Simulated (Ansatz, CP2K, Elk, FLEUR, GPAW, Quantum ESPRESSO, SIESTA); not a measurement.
## CuI (F-43m, 2 atoms in the cell) computed with different codes at matched settings

Self-consistent single point, at a second geometry (lattice scaled by 0.98). First geometry:

```
CELL_PARAMETERS angstrom
      0.00000     3.02500     3.02500
      3.02500     0.00000     3.02500
      3.02500     3.02500     0.00000
ATOMIC_POSITIONS crystal
  Cu 0.00000 0.00000 0.00000
  I  0.25000 0.25000 0.25000
```

Shared settings, as Ansatz (a quantum-chemistry and plane-wave program) writes them: kpoints.mp_grid.grid = 5 5 5; scf.occupations.method = fermi_dirac; scf.occupations.width = 0.0007 Ry. Potentials and cutoffs stand in the table.

```tsv
code	model	ΔF from the first geometry (meV/atom)	pressure (GPa)	gap on the mesh (eV)	cutoff
CP2K	PBE, GPW, DZVP-MOLOPT-SR-GTH basis, GTH-PBE potentials (GTH_POTENTIALS)	38.3	5.55	1.353	grid 600 Ry
Quantum ESPRESSO	PBE, SSSP 1.1.2 efficiency (PBE) pseudopotentials	25.9	3.87	1.293	50 Ry
FLEUR	PBE, all-electron FLAPW (FLEUR), scalar-relativistic valence	24.5	–	1.295	Kmax 4 1/bohr
Ansatz	PBE, default PAW files	20.9	3.60	1.306	30.9 Ry
Elk	PBE, all-electron FP-LAPW, Elk's shipped species files, default APW+lo basis	27.9	–	1.270	default
SIESTA	GGA PBE, numerical atomic orbitals DZP, PseudoDojo PBE standard norm-conserving potentials (rewritten from UPF to PSML)	34.7	5.25	2.267	grid 350 Ry
GPAW	PBE, GPAW PAW datasets PBE (gpaw-data 1.0.1)	28.7	4.29	1.325	800 eV
```

A dash marks a value that a program does not give, or that is left out as unsure.

Gaps are read on the mesh.

On Ansatz's run: spin-orbit coupling is off.

The spread over the programs that give each value: ΔF from the first geometry within 17.4 meV/atom; pressure within 1.95 GPa; gap on the mesh within 0.997 eV.

CP2K and SIESTA use small atom-centred bases, whose incompleteness enters pressures, forces and empty levels differently from a plane-wave cutoff. FLEUR and Elk treat all electrons, but the usual bases taken here (sphere radii, linearisation, local orbitals, empty states) were not tested for convergence, so the values are no reference for the others. Ansatz's pressure is given at a fixed set of plane waves, as the other plane-wave codes print theirs; with its correction for the finite basis it is 3.64 GPa. In the pressure, CP2K (by 1.67) and SIESTA (by 1.38) lie more than 1 GPa from the median of the plane-wave programs. In the gap, SIESTA (by 0.961) lies more than 0.12 eV from the median of the plane-wave programs.

The starting cell has typed, rounded lattice constants, without a prior relaxation at this level. For this run, on top of that: lattice scaled by 0.98.

Left out of this page: ABINIT (with a known weakness of the program).

Keys are those of Ansatz 0.2.
